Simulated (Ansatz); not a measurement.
**GaAs, response to strain**

Take GaAs in the zinc blende structure (space group F-43m, No. 216) as the base.

```xyz
2
Lattice="0.0000 2.8334 2.8334 2.8334 0.0000 2.8334 2.8334 2.8334 0.0000" Properties=species:S:1:pos:R:3 pbc="T T T"
As     4.2500     4.2500     4.2500
Ga     0.0000     0.0000     0.0000
```

Cartesian axes are those of the cell as printed.

Strains are applied to the cell and any free atomic positions relax; under biaxial strain the out-of-plane vector relaxes too.

Calculations: Kohn–Sham DFT with the r2SCAN functional, run in Ansatz (a quantum-chemistry and plane-wave program) with PAW and 500 eV plane waves, no spin-orbit coupling.

| biaxial strain, plane normal [001], relaxed out of plane (%) | band gap (eV) |
|---|---|
| 0 | 0.96 |
| 0.44 | 0.89 |
| 0.99 | ? |
| 2.5 | 0.56 |

Question: Fit E_g = E₀ + Dε (ε in %) to the rows shown and predict the withheld row.

Answer: Least squares on the printed values gives E₀ = 0.96 eV, D = -160 meV per % of strain (largest residual 0.00 eV); this predicts 0.80 eV, and the run gives 0.80 eV, in agreement.

Stability against distortions was not tested.
